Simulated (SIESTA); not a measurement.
Worked example: self-consistent single point of Cl (Cmce, 4 atoms in the cell) in SIESTA

Level of theory: GGA PBEsol, numerical atomic orbitals DZP, PseudoDojo PBEsol standard norm-conserving potentials (rewritten from UPF to PSML) in SIESTA 5.4.2.

Input:

```
# files in the folder: Cl.psml (PseudoDojo PBEsol standard)
SystemName  Cl
SystemLabel siesta

NumberOfAtoms                4
NumberOfSpecies              1
%block ChemicalSpeciesLabel
  1 17 Cl
%endblock ChemicalSpeciesLabel
LatticeConstant              1.0 Ang
%block LatticeVectors
     2.246720000   -3.129360000   -0.000000000
     2.246720000    3.129360000    0.000000000
     0.000000000    0.000000000    8.284780000
%endblock LatticeVectors
AtomicCoordinatesFormat      Ang
%block AtomicCoordinatesAndAtomicSpecies
     3.940746880   -0.000000000    7.431447660  1
     2.799413120   -0.000000000    3.289057660  1
     1.694026880    0.000000000    4.995722340  1
     0.552693120   -0.000000000    0.853332340  1
%endblock AtomicCoordinatesAndAtomicSpecies

XC.functional                GGA
XC.authors                   PBEsol
PAO.BasisSize                DZP
PAO.EnergyShift              0.005 Ry
MeshCutoff                   300 Ry
%block kgrid.MonkhorstPack
    7   0   0  0.0
    0   7   0  0.0
    0   0   3  0.0
%endblock kgrid.MonkhorstPack
OccupationFunction           FD
ElectronicTemperature        116.05 K

MaxSCFIterations             150
SCF.Mixer.Method             Pulay
SCF.Mixer.Weight             0.25
SCF.Mixer.History            6
SCF.DM.Tolerance             1.0E-04
Diag.ParallelOverK           true
WriteForces                  true
```

Log, with long lists cut:

```
reinit: Reading from file input.fdf

reinit: System Name: Cl
reinit: System Label: siesta

coor:   Atomic-coordinates input format  =     Cartesian coordinates
coor:                                          (in Angstroms)

siesta: Atomic coordinates (Bohr) and species
siesta:      7.44693  -0.00000  14.04340  1        1
siesta:      5.29012  -0.00000   6.21542  1        2
siesta:      3.20125   0.00000   9.44055  1        3
siesta:      1.04444  -0.00000   1.61256  1        4

siesta: System type = bulk

initatomlists: Number of atoms, orbitals, and projectors:      4    52    72

siesta: ******************** Simulation parameters ****************************
redata: Spin configuration                          = none
redata: Time-Reversal Symmetry                      = T
redata: Number of Atomic Species                    =        1
redata: Mesh Cutoff                                 =   300.0000 Ry
redata: Net charge of the system                    =     0.0000 |e|
redata: Min. number of SCF Iter                     =        0
redata: Max. number of SCF Iter                     =      150
redata: SCF convergence failure will abort job
redata: SCF mix quantity                            = Hamiltonian
redata: Mix DM or H after convergence               =   F
redata: Recompute H after scf cycle                 =   F
redata: Mix DM in first SCF step                    =   T
redata: No kicks to SCF
redata: DM Mixing Weight for Kicks                  =     0.5000
redata: Require Harris convergence for SCF          =   F
redata: Harris energy tolerance for SCF             =     0.000100 eV
redata: Require DM convergence for SCF              =   T
redata: DM tolerance for SCF                        =     0.000100
redata: Require EDM convergence for SCF             =   F
redata: EDM tolerance for SCF                       =     0.001000 eV
redata: Require H convergence for SCF               =   T
redata: Hamiltonian tolerance for SCF               =     0.001000 eV
redata: Require (free) Energy convergence for SCF   =   F
redata: (free) Energy tolerance for SCF             =     0.000100 eV
redata: Using DFT-D3 dispersion                     =   F
redata: Using Saved Data (generic)                  =   F
redata: Method of Calculation                       = Diagonalization
redata: Electronic Temperature                      =   116.0500 K
redata: Number of TDED substeps                     =        3
redata: Dynamics option                             = Single-point calculation
redata: Save all siesta data in one NC              =   F
redata: ***********************************************************************

%block SCF.Mixers
  Pulay
%endblock SCF.Mixers

%block SCF.Mixer.Pulay
  # Mixing method
  method pulay
  variant stable

  # Mixing options
  weight 0.2500
  weight.linear 0.2500
  history 6
%endblock SCF.Mixer.Pulay

DM_history_depth set to one: no extrapolation allowed by default for geometry relaxation
Size of DM history Fstack: 1
Total number of electrons:    28.000000
Total ionic charge:    28.000000

* ProcessorY, Blocksize:    1  53

* Orbital distribution balance (max,min):    52    52

 Kpoints in:           84 . Kpoints trimmed:           74

siesta: k-grid: Number of k-points = 74
siesta: k-points from Monkhorst-Pack grid
siesta: k-cutoff (effective) =    12.427 Ang
siesta: k-point supercell and displacements
siesta: k-grid:     7     0     0      0.000
siesta: k-grid:     0     7     0      0.000
siesta: k-grid:     0     0     3      0.000

diag: Algorithm                                     = D&C
diag: Parallel over k                               =   F
diag: Use parallel 2D distribution                  =   F
diag: Parallel block-size                           = 53
diag: Parallel distribution                         =     1 x     1
diag: Used triangular part                          = Lower
diag: Absolute tolerance                            =  0.100E-15
diag: Orthogonalization factor                      =  0.100E-05
diag: Memory factor                                 =  1.0000

superc: Internal auxiliary supercell:     5 x     5 x     3  =      75
superc: Number of atoms, orbitals, and projectors:    300   3900   5400

                        Single-point calculation

superc: Internal auxiliary supercell:     5 x     5 x     3  =      75
superc: Number of atoms, orbitals, and projectors:    300   3900   5400

outcell: Unit cell vectors (Ang):
        2.246720   -3.129360   -0.000000
        2.246720    3.129360    0.000000
        0.000000    0.000000    8.284780

outcell: Cell vector modules (Ang)   :    3.852356    3.852356    8.284780
outcell: Cell angles (23,13,12) (deg):     90.0000     90.0000    108.6472
outcell: Cell volume (Ang**3)        :    116.4972
new_DM -- step:     1
Initializing Density Matrix...

Attempting to read DM from file... Failed...
DM filled with atomic data:

InitMesh: MESH = 40 x 40 x 90 = 144000
InitMesh: Mesh cutoff (required, used) =   300.000   326.156 Ry

stepf: Fermi-Dirac step function

        iscf     Eharris(eV)        E_KS(eV)     FreeEng(eV)     dDmax    Ef(eV) dHmax(eV)
   scf:    1    -1774.710220    -1778.534103    -1778.534103  0.614785 -5.569760  1.441906
   scf:    2    -1778.952533    -1778.760640    -1778.760640  0.047334 -5.860059  0.878660
   scf:    3    -1778.936448    -1778.865157    -1778.865157  0.057184 -6.224081  0.163929
   scf:    4    -1778.886636    -1778.877316    -1778.877316  0.013137 -6.287658  0.031570
   scf:    5    -1778.877900    -1778.877662    -1778.877662  0.004170 -6.285725  0.005118
   scf:    6    -1778.877672    -1778.877673    -1778.877673  0.000266 -6.285668  0.002395
   scf:    7    -1778.877675    -1778.877676    -1778.877676  0.000559 -6.285495  0.001188
   scf:    8    -1778.877677    -1778.877676    -1778.877676  0.000120 -6.285714  0.000037
   scf:    9    -1778.877676    -1778.877676    -1778.877676  0.000005 -6.285712  0.000010

SCF Convergence by DM+H criterion
max |DM_out - DM_in|         :     0.0000049437
max |H_out - H_in|      (eV) :     0.0000096962
SCF cycle converged after 9 iterations

Using DM_out to compute the final energy and forces

siesta: E_KS(eV) =            -1778.8777

siesta: E_KS - E_eggbox =     -1778.8777

siesta: Atomic forces (eV/Ang):
     1   -0.067874    0.000000   -0.251448
     2    0.067874    0.000000   -0.251448
     3   -0.067874   -0.000000    0.251448
     4    0.067874   -0.000000    0.251448
   Tot    0.000000    0.000000    0.000000
   Max    0.251448
   Res    0.150369    sqrt( Sum f_i^2 / 3N )
   Max    0.251448    constrained

Stress tensor Voigt[x,y,z,yz,xz,xy] (kbar):       24.71       16.99       24.40        0.00       -0.00        0.00
(Free)E + p*V (eV/cell)    -1780.4800
Target enthalpy (eV/cell)    -1778.8777

siesta: Program's energy decomposition (eV):
siesta: Ebs     =      -342.475199
siesta: Eions   =      3189.851513
siesta: Ena     =      1026.949358
siesta: Ekin    =       604.152718
siesta: Enl     =       245.024190
siesta: Eso     =         0.000000
siesta: Edftu   =         0.000000
siesta: DEna    =        13.091309
siesta: DUscf   =         1.492374
siesta: DUext   =         0.000000
siesta: Ex      =      -438.957259
siesta: Ec      =       -40.778853
siesta: Exc     =      -479.736112
siesta: Eharris =     -1778.877676
siesta: Etot    =     -1778.877676
siesta: FreeEng =     -1778.877676

siesta: Atomic forces (eV/Ang):
siesta:      1   -0.067874    0.000000   -0.251448
siesta:      2    0.067874    0.000000   -0.251448
siesta:      3   -0.067874   -0.000000    0.251448
siesta:      4    0.067874   -0.000000    0.251448
siesta: ----------------------------------------
siesta:    Tot    0.000000    0.000000    0.000000

siesta: Stress tensor (static) (eV/Ang**3):
siesta:     0.015423    0.000000    0.000000
siesta:     0.000000    0.010607    0.000000
siesta:    -0.000000    0.000000    0.015232

siesta: Cell volume =        116.497191 Ang**3

siesta: Pressure (static):
siesta:                Solid            Molecule  Units
siesta:          -0.00014980         -0.00010680  Ry/Bohr**3
siesta:          -0.01375398         -0.00980582  eV/Ang**3
siesta:         -22.03630362        -15.71065914  kBar
```

The run converged in 9 iterations.

The starting cell has typed, rounded lattice constants, without a prior relaxation at this level. Its lattice was rescaled by up to half a per cent. Values carry the incompleteness of an atom-centred basis.
